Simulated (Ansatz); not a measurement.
The parent structure is C in the diamond structure (space group Fd-3m, No. 227; a = 3.5538 Å).

Computed with plane-wave PAW DFT at the PBEsol level (Ansatz, an electronic-structure program, 420 eV), scalar-relativistic without spin-orbit coupling.

One change was made to it. Results:

The lattice parameter a falls by 0.070 Å to 3.484 Å; the smallest direct gap goes up by 0.17 eV, from 5.57 eV to 5.74 eV.

Question: Which of these changes matches the shifts?
A) pressure −1 GPa
B) pressure 15 GPa
C) pressure 2.1 GPa
D) pressure 30 GPa
E) pressure −2 GPa

Answer: D, pressure 30 GPa. For comparison, the lattice parameter a in the other runs: pressure −2 GPa gives 3.559 Å; pressure −1 GPa gives 3.556 Å; pressure 2.1 GPa gives 3.548 Å; pressure 15 GPa gives 3.517 Å.

Load acts through the strain it causes; cell and atoms are relaxed under it. Whether these cells are dynamically stable was not tested. Competing high-pressure phases were not computed.
